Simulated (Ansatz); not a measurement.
The parent structure is CdS in the wurtzite structure (space group P6_3mc, No. 186; a = 4.196 Å, c = 6.830 Å).

Calculations: Ansatz (a first-principles code) PBE, scalar-relativistic without spin-orbit coupling.

For the base:

The gap character is direct at Γ and the band gap comes out as 1.11 eV. The pressure is 0.00 GPa and the electron mass comes out as 0.12 mₑ along c, 0.13 mₑ across (at Γ).

Now apply this change: every lattice vector is stretched by 2.40 %; the atoms relax in the strained cell.

Q: Estimate the effect on the gap character, band gap, pressure and electron mass.

A: The gap character remains direct at Γ; the band gap falls by 0.17 eV to 0.94 eV; the pressure (mean of the normal stresses, compression positive) goes from zero to -3.22 GPa; the electron mass goes from 0.12 mₑ along c, 0.13 mₑ across (at Γ) to 0.11 mₑ along c, 0.11 mₑ across (at Γ).

Effective masses come from finite differences of ±0.01 Å⁻¹. Whether these cells are dynamically stable was not tested.
